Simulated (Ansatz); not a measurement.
A calculation on CsCl-type NiAl returned lattice constant a 2.899 Å, bulk modulus 159 GPa, cohesive energy 4.76 eV/atom, formation enthalpy -0.648 eV/atom.

For reference: lattice constant a 2.882 Å (measured, extrapolated to 0 K, zero-point anharmonic expansion removed (Haas, Tran, Blaha 2009); as tabulated in Levämäki et al. (2014), arXiv:1402.3671); bulk modulus 156 GPa (measured, room temperature, not corrected to a static lattice; as tabulated in Yamada et al. (2019), arXiv:1910.09660); formation enthalpy -0.640 ± 0.01 eV/atom (measured, 298 K, copied from a table, unchecked, no zero-point or thermal correction; as tabulated in Wang et al. (2021), doi:10.1038/s41598-021-94550-5).

Question: Which level of theory produced these numbers?
A. r²SCAN (Ansatz, a quantum-chemistry and plane-wave program)
B. rVV10 (Ansatz)
C. RPBE (Ansatz)
D. revPBE (Ansatz)

Answer: B, rVV10 (Ansatz)

The others give: RPBE 2.916 Å, 149 GPa, 4.30 eV/atom, -0.637 eV/atom; r²SCAN 2.863 Å, 176 GPa, 4.80 eV/atom, -0.676 eV/atom; revPBE 2.910 Å, 152 GPa, 4.37 eV/atom, -0.641 eV/atom.

Unless a cell is named, each level is at its own relaxed cell (r²SCAN 11.74, revPBE 12.33, RPBE 12.40, rVV10 12.18 Å³/atom).

The crystal itself was run without spin with RPBE, r²SCAN, revPBE, rVV10; a magnetic state was not tried in these runs.

Ansatz's density-functional and Hartree–Fock values are scalar-relativistic unless marked +SOC, with PAW data made under PBE.
